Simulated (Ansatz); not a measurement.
Functionals compared on CO on the 1x1 (111) surface of fcc Cu, one in a 2x2 cell, started at the site 'bridge Cu-Cu (span 2.6 Å)', in Ansatz (plane waves, PAW). The structure was relaxed with PBE; the other rows are single points on it, each with its references at the same level. Cutoff 420 eV (500 eV for r2SCAN).

Model: 18-atom slab, 6.2 Å thick at the start under the adsorbate (thin: gaps and levels are the slab's own), 6x6x1 mesh, Fermi-Dirac 0.1 eV, dipole correction, 8 atoms held, the rest relaxed; symmetry of the start imposed; no spin, no spin-orbit, no U, no dispersion correction. At the end it is bonded to 3 Cu. In PBE it is, or lies within 0.03 eV of, the lowest of the starts that converged. These notes are the PBE run's. Adsorption energies are against CO(g). A negative adsorption energy means that the adsorbate is more stable on the surface than in its reference.

```tsv
functional	adsorption energy (eV)	work function of the top face (eV)	change of the work function (eV)	rough cost of the single point
PBE	-0.75	5.43	0.66	–
RPBE	-0.38	5.30	0.70	about 2.7 core-minutes (a rough figure)
r2SCAN	?	?	?	around 6 core-minutes (rough)
```

Problem. Fill in the missing entries.

Solution. 
- r2SCAN, adsorption energy (eV): -0.87
- r2SCAN, work function of the top face (eV): 5.51
- r2SCAN, change of the work function (eV): 0.71

Ansatz is an electronic-structure program.
